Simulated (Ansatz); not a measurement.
The reference is BiB in the CsCl type structure (space group Pm-3m, No. 221; a = 3.3094 Å; a hypothetical phase, not in the database extracts checked; relaxed with 0.1 eV smearing).

One thing is altered: every lattice vector is stretched by 2.62 %; the atoms relax in the strained cell.

Levels (all Ansatz, a quantum-chemistry and plane-wave program, PAW): PBEsol (420 eV, spin-orbit coupling left out); r2SCAN (500 eV, no spin-orbit coupling).

The geometry is relaxed with PBEsol.

- PBEsol pressure = -5.3 GPa

Q: How does going to r2SCAN change the pressure?

A: The pressure increases by 2.7 GPa to -2.6 GPa.

Single points use the geometry relaxed with PBEsol. Their cutoffs differ, which shifts pressures a little. Stability against distortions was not tested. The final runs are not spin-polarised.
